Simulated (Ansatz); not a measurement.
The parent structure is ZrB₂ (space group P6/mmm, No. 191; a = 3.1714 Å, c = 3.5418 Å; relaxed with 0.1 eV smearing). Axes: x lies along a and z along c of the hexagonal cell.

Level of theory: Ansatz (a quantum-chemistry and plane-wave program) PBE, without spin-orbit coupling.

Base values:

```
Property    Value
--------  -------
Pressure  0.0 GPa
```

One thing is altered: biaxial strain −2.50 %, plane normal [001], relaxed out of plane (Cartesian); in-plane vectors clamped, the third vector and the atoms free.

Question: Predict the new ratio −ε⊥/ε∥.

Answer: The ratio −ε⊥/ε∥ is 0.58.

Question: Predict the new pressure.

Answer: The pressure (mean of the normal stresses, compression positive) goes from zero to 10.0 GPa.

Whether these cells are dynamically stable was not tested. The final runs are not spin-polarised.
